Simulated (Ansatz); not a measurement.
**Sr in the fcc (Cu type) structure (space group Fm-3m, No. 225)**

```cif
data_Sr4
_chemical_formula_sum 'Sr4'
_space_group_name_H-M_alt 'Fm-3m'
_space_group_IT_number 225
_space_group_name_Hall '-F 4 2 3'
_cell_length_a 5.92254
_cell_length_b 5.92254
_cell_length_c 5.92254
_cell_angle_alpha 90.000
_cell_angle_beta 90.000
_cell_angle_gamma 90.000
loop_
_atom_site_label
_atom_site_type_symbol
_atom_site_symmetry_multiplicity
_atom_site_Wyckoff_symbol
_atom_site_fract_x
_atom_site_fract_y
_atom_site_fract_z
_atom_site_occupancy
Sr1 Sr 4 a 0.00000 0.00000 0.00000 1
```
(The calculation used a cell of 1 atom; values per cell refer to that cell.)

Calculations: DFT with PBEsol, PAW potentials and a 420 eV plane-wave cutoff in Ansatz (a program for electronic structure), no SOC, earlier PAW set. Γ-centred 14×14×14 mesh, Fermi–Dirac width 0.05 eV.

The volume per atom is 51.94 Å³ and the density is 2.80 g/cm³. The band gap is zero and the total energy is -3492.233 eV/atom (σ→0; compares only within this code and set-up).

Whether these cells are dynamically stable was not tested.
